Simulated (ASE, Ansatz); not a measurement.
One thermal frame of composition TiSi, cell Ti24Si24, first heated far above this temperature, then brought to it, at a temperature that wasn't checked against the liquidus, so perhaps supercooled [in the CHGNet run: it was liquid; mean temperature 1994 K (target 2000 K); density 3.71 g/cm³, volume +6 % from the start cell's; mean pressure -1.0 GPa against a target of 0], 2000 K, computed in Ansatz (plane waves, PAW) at several levels on the same positions and k-sampling (one point, (1/4, 1/4, 1/4)); no spin polarisation or spin-orbit coupling.

The frame comes from MD with CHGNet (ASE). The base level is PBE (cutoff 420 eV), whose static pressure on this k-sampling is -1.0 GPa. On the run's last frame a denser k-mesh moved the forces by 0.051 eV/Å rms, the static pressure by 0.06 GPa and the free energy by 0 meV/atom, which is about how far such values are converged. That check is the base level's. Differences between levels on one k-sampling err less than the absolute values. Cutoffs of the other levels: 500 eV for r2SCAN, the files' default (420 eV for most) otherwise. Volume per atom 17.00 Å³.

```
level   static pressure less the base's (GPa)  rms force change from the base (eV/Å)                         cost
------  -------------------------------------  -------------------------------------  ---------------------------
PBE                                         0                                      0                       (base)
r2SCAN                             (withheld)                                   0.05  very roughly 4 core-minutes
```

Problem. Fill in the missing entries.

Solution. 
- r2SCAN, static pressure less the base's (GPa): -1.4

Ansatz is a quantum-chemistry and plane-wave program.
